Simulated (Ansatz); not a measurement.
Consider Au in the hcp (Mg type) structure (space group P6_3/mmc, No. 194; a = 2.862 Å, c = 4.802 Å; relaxed with 0.1 eV smearing). Axes: x lies along a and z along c of the hexagonal cell.

The values are results of PBEsol in Ansatz (plane waves to 420 eV, PAW, without spin-orbit coupling), not measurements.

Before the change:

The shortest interatomic distance is 286.2 pm.

Modification: tensile biaxial strain of 4.59 % in the plane normal to [001], as in epitaxy on a mismatched substrate; the out-of-plane cell vector and the atoms relax.

Q: What happens to the shortest interatomic distance, in-plane stress and out-of-plane strain?

A: The shortest interatomic distance shrinks by 0.3 pm to 285.9 pm; the mean in-plane stress (compression positive) is -6.8 GPa; the out-of-plane strain amounts to -5.16 %.

Whether these cells are dynamically stable was not tested. The base started in Cmcm and relaxed to P6_3/mmc at this level. This is not the structure that Au has at room temperature and ambient pressure.

Ansatz is a quantum-chemistry and plane-wave program.
